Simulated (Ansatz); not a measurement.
We consider Zn₂SnO₄ (model structure, started from the spinel type, Fd-3m, No. 227, 14 atoms in the cell), described by HSE06 in Ansatz (plane waves, PAW).

Run with plane-wave cutoff 460 eV, 4×4×4 k mesh, Fermi–Dirac smearing 0.01 eV, scalar-relativistic PAW data made under PBE.

Cell (relaxed with PBEsol):

```cif
data_O32Sn8Zn16
_chemical_formula_sum 'Zn16 Sn8 O32'
_space_group_name_H-M_alt 'Fd-3m :1'
_space_group_IT_number 227
_space_group_name_Hall 'F 4d 2 3 -1d'
_cell_length_a 8.63578
_cell_length_b 8.63578
_cell_length_c 8.63578
_cell_angle_alpha 90.000
_cell_angle_beta 90.000
_cell_angle_gamma 90.000
loop_
_atom_site_label
_atom_site_type_symbol
_atom_site_symmetry_multiplicity
_atom_site_Wyckoff_symbol
_atom_site_fract_x
_atom_site_fract_y
_atom_site_fract_z
_atom_site_occupancy
Zn1 Zn 16 c 0.12500 0.12500 0.12500 1
Sn1 Sn 8 b 0.50000 0.50000 0.50000 1
O1 O 32 e 0.36750 0.36750 0.36750 1
```
(The calculation used a cell of 14 atoms; values per cell refer to that cell.)

Problem. What does this level give for the band gap?

Solution. 
* **band gap**: 2.26 eV (on the SCF k mesh)

Note: the relaxation could raise the start's symmetry but not lower it, so the cell can be a saddle point; cell and atoms aren't relaxed at this level.

Spin–orbit coupling is not included.

The computed numbers hold no vibrational or temperature effects.

A model structure was made by putting elements into a prototype or built by hand; it is no filed structure, need not be a known phase, and can be a saddle point held by its symmetry.

Ansatz is an electronic-structure program.
